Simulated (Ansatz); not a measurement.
The reference is W in the bcc (W type) structure (space group Im-3m, No. 229; a = 3.184 Å; relaxed with 0.1 eV smearing). Axes: x, y, z lie along the cube axes.

The values are results of PBE (Ansatz, an electronic-structure program, PAW, spin-orbit coupling left out), not measurements.

It is then changed as follows: an isotropic linear strain of +2.55 %, atoms relaxed at fixed cell.

Question: Predict the stress tensor and what it implies for the stiffness.

Answer: Stress of the strained cell less that of the base (GPa, compression positive):
```
  -19.5     0.0     0.0
    0.0   -19.5     0.0
    0.0     0.0   -19.5
```

Then B = −ΔP/(ΔV/V₀) with ΔV/V₀ = 0.0785 gives secant stiffness values (nonlinear terms included at this strain): B ≈ 249 GPa.

As a check, the harmonic strain energy −½ V₀ Δσ:ε is 75 meV/atom; the computed energy rise is 82 meV/atom.

Whether these cells are dynamically stable was not tested. The final runs are not spin-polarised.
